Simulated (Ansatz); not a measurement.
Input and output of a self-consistent single point for ZrNi (Cm, 4 atoms in the cell) (Ansatz, an electronic-structure program).

Computed with PBEsol, default PAW files made with PBE (plane waves; Ansatz).

```yaml
crystal:
  lattice:
    - [1.63941, -5.04623, 0.00000]
    - [1.63941, 5.04623, 0.00000]
    - [0.00000, 0.00000, 4.05742]
  atoms:
    - { symbol: Zr, position: [0.63783, 0.36217, 0.26232] }
    - { symbol: Zr, position: [0.36217, 0.63783, 0.75000] }
    - { symbol: Ni, position: [0.91683, 0.08317, 0.25000] }
    - { symbol: Ni, position: [0.08317, 0.91683, 0.75000] }
```

Reference input (self-consistent single point, DFT, PBEsol, plane waves, default PAW files made with PBE): basis.ecutwfc = 420 eV; kpoints.mp_grid.grid = 9 9 7; hamiltonian.xc = pbesol; hamiltonian.pseudopotentials = {kind: paw} (the program's default PAW files); scf.occupations.method = fermi_dirac; scf.occupations.width = 0.1 eV. This run's input differs from it in these lines:

Ansatz 0.2 input:
```diff
@@ -13,3 +13,3 @@
 kpoints:
-  mp_grid: { grid: [9, 9, 7] }
+  mp_grid: { grid: [7, 7, 5] }
 hamiltonian:
@@ -18,3 +18,3 @@
 scf:
-  occupations: { method: fermi_dirac, width: 0.1 eV }
+  occupations: { method: fermi_dirac, width: 0.05 eV }
 output:
```

Output, abridged:

```
SCF iter   1: F=—  HF=-19869.109494 eV  |F-HF|=—  |Δ(HF+E_count)|=         —  Δρ=2.73e-2  dr2=3.32e-1  ethr=1.77e-3  ⟨swp⟩=5.0  Hψ=8306  notcnv=0
all-band conjugate gradients solve this SCF's bands
preconditioner: auto → Kerker (q_TF=auto, 2.678 Å⁻¹)
SCF iter   2: F=—  HF=-19869.081140 eV  |F-HF|=—  |Δ(HF+E_count)|=   2.84e-2  Δρ=7.25e-3  dr2=2.61e-2  ethr=5.53e-4  ⟨swp⟩=2.0  Hψ=3545  notcnv=0  defer=1
   [... lines left out ...]
SCF iter   4: F=—  HF=-19869.078237 eV  |F-HF|=—  |Δ(HF+E_count)|=   3.06e-4  Δρ=4.54e-4  dr2=1.43e-4  ethr=3.40e-6  ⟨swp⟩=2.4  Hψ=3750  notcnv=0  defer=1
SCF iter   5: F=—  HF=-19869.078222 eV  |F-HF|=—  |Δ(HF+E_count)|=   1.53e-5  Δρ=8.01e-5  dr2=5.57e-6  ethr=2.38e-7  ⟨swp⟩=1.4  Hψ=2937  notcnv=0  defer=1
SCF iter   6: F=—  HF=-19869.078228 eV  |F-HF|=—  |Δ(HF+E_count)|=   6.30e-6  Δρ=2.59e-5  dr2=3.33e-7  ethr=9.29e-9  ⟨swp⟩=2.1  Hψ=4330  notcnv=0  defer=1
SCF iter   7: F=-19869.078228 eV  HF=-19869.078228 eV  |F-HF|=2.56e-8  |Δ(HF+E_count)|=   5.14e-8  Δρ=7.66e-6  dr2=3.82e-8  ethr=1.67e-10  ⟨swp⟩=4.3  Hψ=9564  notcnv=0
SCF 1 converged in 7 iterations: F = -19869.078228 eV  dr2 = 3.82e-8
Free energy (F): -19869.078228 eV
Internal energy: -19869.058877 eV  (E = F + TS)
E sigma→0 (E₀):  -19869.068552 eV
Entropy (-TS):   -0.019351 eV (-4.838 meV/atom)
Fermi energy:    15.483254 eV
--- Forces (eV/Å), atoms counted from 1 ---
  atom   1  Zr     0.00000000     0.00222555    -0.30389732
  atom   2  Zr     0.00000000    -0.00715220     0.09923785
  atom   3  Ni     0.00000000    -0.08131632     0.04563830
  atom   4  Ni     0.00000000     0.08623238     0.15902063
--- Stress (GPa, compression-positive) ---
       -5.123439       0.000000       0.000000
        0.000000      -6.162824      -0.110945
        0.000000      -0.110945      -4.727248
  P = ⅓ Tr σ = -5.3378 GPa (-53.378 kbar)
  The stress holds the Pulay correction. Without it, at fixed plane waves, as pw.x and ABINIT print it: P = -5.3739 GPa
```

The run converged in 7 iterations. Against the reference run the free energy rises by 9.2 meV/atom, the pressure goes from -5.22 to -5.34 GPa and the largest force hardly changes (0.305 to 0.304 eV/Å).

The starting cell comes from a database of computed structures (which also holds hypothetical and non-ambient phases and stackings), without a prior relaxation at this level. Its lattice was rescaled by up to half a per cent. One atom was moved a little off its site on purpose. Spin polarisation is off. With a pressure of about -5 GPa the cell is away from its equilibrium volume at this level. Ansatz's pressure includes its estimate of the finite-basis (Pulay) stress.
